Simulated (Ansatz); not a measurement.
Amorphous Si₂₄O₄₈Cu, 73 atoms at 2.28 g/cm³, one PBE-relaxed geometry, zone centre. Methods: PBE, scalar-relativistic without spin-orbit coupling (Ansatz, a quantum-chemistry and plane-wave program); r2SCAN, scalar-relativistic without spin-orbit coupling (Ansatz); HSE06, scalar-relativistic without spin-orbit coupling (Ansatz). Plane waves to 420 eV (r2SCAN 500 eV); exact exchange is cut at the cell's faces. In the spin-polarised cell the level spacing at the Fermi energy can part levels of unlike spin. At PBE the levels at both edges of the gap are localised (band-tail or defect states), and the nearest spread-out levels lie 5.6 eV apart at the zone centre.

It comes from a melt-quench run on a machine-learned potential (CHGNet), relaxed afterwards by DFT. O atoms were pushed apart under 1.9 Å during the dynamics, to hinder bonds among them. The hot cell started wider than the set density and was brought back towards it in steps. It is the lowest in DFT energy of 2 quenches. It is a model cell: composition and starting density were chosen by hand, and all elements were melted together. No dispersion term was used. Its density started from a set value of 2.27 and ended at 2.28 g/cm³. The simulated quench (nominally 400 K/ps over its main leg) is rapid and tends to freeze in more defects than a deposited or slowly cooled glass has. Values belong to this one cell and scatter from quench to quench. The volume was free in the relaxation, at fixed shape. Stress components on the final sampling reach 1.4 GPa.

The relaxation ran on the zone centre alone. At PBE the level spacing at the Fermi energy is 0.72 eV on a 2×2×2 Γ-centred mesh, and the spacing at the zone centre alone 0.75 eV.

Task: What zone-centre spacing does r2SCAN give, roughly?

Result: 1.26 eV (+0.51 eV against PBE).

Task: What zone-centre spacing does HSE06 give, roughly?

Result: 2.76 eV (+2.01 eV against PBE).

The highest filled and the lowest empty state spread over these numbers of atoms (participation numbers): PBE: 4.6 and 3.6; r2SCAN: 4.8 and 3.0; HSE06: 5.2 and 2.7.
